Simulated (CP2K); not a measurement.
A self-consistent single point of CsCaH3 (P4mm, 5 atoms in the cell) with CP2K.

Computed with LDA (Pade form), GPW, SZV-MOLOPT-SR-GTH basis, GTH-PADE potentials (GTH_POTENTIALS) run with CP2K 2026.2.

```
CsCaH3
1.0
    4.59808     0.00000     0.00000
    0.00000     4.59808     0.00000
    0.00000     0.00000     4.59808
Cs Ca H
1 1 3
Direct
  0.00000   0.00000   0.01087
  0.50000   0.50000   0.50000
  0.50000   0.00000   0.50000
  0.00000   0.50000   0.50000
  0.50000   0.50000   0.00000
```

Reference input (self-consistent single point, DFT LDA (Pade form), GPW, DZVP-MOLOPT-SR-GTH basis, GTH-PADE potentials (GTH_POTENTIALS)): CUTOFF = 500 Ry; REL_CUTOFF = 40 Ry; KPOINTS/SCHEME = MONKHORST-PACK 2 2 2; GAMMA_CENTERED = T; XC_FUNCTIONAL = PADE; Cs/BASIS_SET = DZVP-MOLOPT-SR-GTH-q9; Cs/POTENTIAL = GTH-PADE-q9; Ca/BASIS_SET = DZVP-MOLOPT-SR-GTH-q10; Ca/POTENTIAL = GTH-PADE-q10; H/BASIS_SET = DZVP-MOLOPT-SR-GTH-q1; H/POTENTIAL = GTH-PADE-q1; METHOD = GPW. This run's input differs from it in these lines:

```diff
@@ -24,3 +24,3 @@
       MAX_SCF 100
-      ADDED_MOS 5
+      ADDED_MOS 2
       &DIAGONALIZATION
@@ -74,3 +74,3 @@
     &KIND Cs
-      BASIS_SET DZVP-MOLOPT-SR-GTH-q9
+      BASIS_SET SZV-MOLOPT-SR-GTH-q9
       POTENTIAL GTH-PADE-q9
@@ -78,3 +78,3 @@
     &KIND Ca
-      BASIS_SET DZVP-MOLOPT-SR-GTH-q10
+      BASIS_SET SZV-MOLOPT-SR-GTH-q10
       POTENTIAL GTH-PADE-q10
@@ -82,3 +82,3 @@
     &KIND H
-      BASIS_SET DZVP-MOLOPT-SR-GTH-q1
+      BASIS_SET SZV-MOLOPT-SR-GTH-q1
       POTENTIAL GTH-PADE-q1
```

Log, with long lists cut:

```
 SCF WAVEFUNCTION OPTIMIZATION

  Step     Update method      Time    Convergence         Total energy    Change
     1 NoMix/Diag. 0.20E+00      -     2.08441997       -58.5694331542 -5.86E+01
     2 Broy./Diag. 0.20E+00      -     0.05195120       -57.8963700538  6.73E-01
     3 Broy./Diag. 0.20E+00      -     0.99012623       -58.3340468875 -4.38E-01
     4 Broy./Diag. 0.20E+00      -     0.27024767       -58.3394889974 -5.44E-03
     5 Broy./Diag. 0.20E+00      -     0.27004847       -58.3092515011  3.02E-02
     6 Broy./Diag. 0.20E+00      -     0.01625735       -58.2777197464  3.15E-02
   [... 90 lines left out ...]
    97 Broy./Diag. 0.20E+00      -     0.26805560       -58.2420439403  6.94E-05
    98 Broy./Diag. 0.20E+00      -     0.26809051       -58.2421042768 -6.03E-05
    99 Broy./Diag. 0.20E+00      -     0.26812695       -58.2420515450  5.27E-05
   100 Broy./Diag. 0.20E+00      -     0.26816336       -58.2420928351 -4.13E-05
  Leaving inner SCF loop after reaching   100 steps.

  Overlap energy of the core charge distribution:               0.00000000000000
  Self energy of the core charge distribution:               -118.87763853342788
  Core Hamiltonian energy:                                     27.57598639473512
  Hartree energy:                                              42.47608658330427
   [... lines left out ...]
  Total energy:                                               -58.24209283509177
   [... lines left out ...]
 *  /   \                                                                      *
 * [ABORT]                                                                     *
 *  \___/     SCF run NOT converged. To continue the calculation regardless,   *
 *    |             please set the keyword IGNORE_CONVERGENCE_FAILURE.         *
 *  O/|                                                                        *
 * /| |                                                                        *
 * / \                                                            qs_scf.F:702 *
 *******************************************************************************

 ===== Routine Calling Stack =====

            4 scf_env_do_scf
            3 qs_energies
            2 qs_forces
            1 CP2K
Abort(1) on node 0 (rank 0 in comm 0): application called MPI_Abort(MPI_COMM_WORLD, 1) - process 0
```

The run ended unconverged after 100 iterations. 

The starting cell comes from a database of computed structures (which also holds hypothetical and non-ambient phases and stackings), without a prior relaxation at this level. Its lattice was rescaled by up to half a per cent. One atom was moved a little off its site on purpose. Values carry the incompleteness of an atom-centred basis.

Cost on one core of a shared machine: roughly 40 s.
